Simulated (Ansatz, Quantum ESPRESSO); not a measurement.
An Ansatz (a program for electronic structure) input for a self-consistent single point of BeS (F-43m, 2 atoms in the cell) (DFT, PBEsol, plane waves, default PAW files made with PBE):

Ansatz 0.2 input:
```yaml
crystal:
  lattice:
    - [0.000000, 2.395944, 2.395944]
    - [2.395944, 0.000000, 2.395944]
    - [2.395944, 2.395944, 0.000000]
  atoms:
    - { symbol: Be, position: [0.000000, 0.000000, 0.000000] }
    - { symbol: S, position: [0.750000, 0.750000, 0.750000] }
basis:
  ecutwfc: 420.0
kpoints:
  mp_grid:
    grid: [8, 8, 8]
hamiltonian:
  xc: pbesol
  pseudopotentials:
    kind: paw
scf:
  occupations:
    method: fixed
output:
  forces: true
  eigenvalues: true
  stress: true
```

Question: Give the Quantum ESPRESSO input for the same structure, mesh, smearing and functional.

Answer: This is the input that was run; spellings and numerical settings could be chosen otherwise.

```fortran
&control
  calculation = 'scf',
  prefix = 'scf',
  outdir = './out',
  pseudo_dir = './',
  tprnfor = .true.,
  tstress = .true.,
/
&system
  ibrav = 0,
  nat = 2,
  ntyp = 2,
  ecutwfc = 40,
  ecutrho = 320,
  occupations = 'fixed',
  nbnd = 9,
  input_dft = 'pbesol',
/
&electrons
  conv_thr = 1.0e-11,
/
ATOMIC_SPECIES
Be     9.0122  be_pbe_v1.4.uspp.F.UPF
S     32.0600  s_pbe_v1.4.uspp.F.UPF
ATOMIC_POSITIONS angstrom
Be    0.000000000    0.000000000    0.000000000
S     3.593916000    3.593916000    3.593916000
K_POINTS automatic
8 8 8  0 0 0
CELL_PARAMETERS angstrom
   0.000000000     2.395944000     2.395944000
   2.395944000     0.000000000     2.395944000
   2.395944000     2.395944000     0.000000000
```

Basis settings and potentials, where a program has them, do not carry over. This input uses DFT, PBEsol, plane waves, SSSP 1.1.2 efficiency (PBE) pseudopotentials. Both were run: pressure 2.94 GPa in Ansatz and 3.19 in Quantum ESPRESSO; gap on the mesh 2.841 eV in Ansatz and 2.832 in Quantum ESPRESSO. Ansatz's pressure is the one without its finite-basis correction.

On Ansatz: the starting cell comes from a database of computed structures (which also holds hypothetical and non-ambient phases and stackings), without a prior relaxation at this level. Its lattice was rescaled by a random factor within 2.5 % of one.

On Quantum ESPRESSO: the starting cell comes from a database of computed structures (which also holds hypothetical and non-ambient phases and stackings), without a prior relaxation at this level. Its lattice was rescaled by a random factor within 2.5 % of one. With a pressure of about 3 GPa the cell is away from its equilibrium volume at this level.
